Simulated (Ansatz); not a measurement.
Given:

```xyz
2
Lattice="0.0000 1.7688 1.8183 1.7688 0.0000 1.8183 1.7688 1.7688 0.0000" Properties=species:S:1:pos:R:3 pbc="T T T"
B      0.0000     0.0000     0.0000
N      0.8844     0.8844     0.9092
```

The numbers are results of r2SCAN, rigid bands (plane waves, PAW, scalar-relativistic; Ansatz, a quantum-chemistry and plane-wave program), not measurements. Condition of this run: biaxial stress in (001) of 18 GPa (compression positive) (the target of the relaxation). Cell: cell and atoms relaxed with PBEsol, then loaded as said.

### Question
Predict the electron conductivity mass (n e² τ/σ) at 300 K, by direction if it differs.

### Answer
0.44 (x), 0.44 (y), 0.30 (z) mₑ.

### Question
Predict the hole conductivity mass (n e² τ/σ) at 300 K, by direction if it differs.

### Answer
0.56 mₑ.

### Question
And the band gap?

### Answer
4.78 eV at this level; semilocal functionals usually fall short of the measured gap.

Rigid bands, one relaxation time for all states, no polarons. Spin-orbit coupling is left out. Geometry: cell and atoms relaxed with PBEsol.
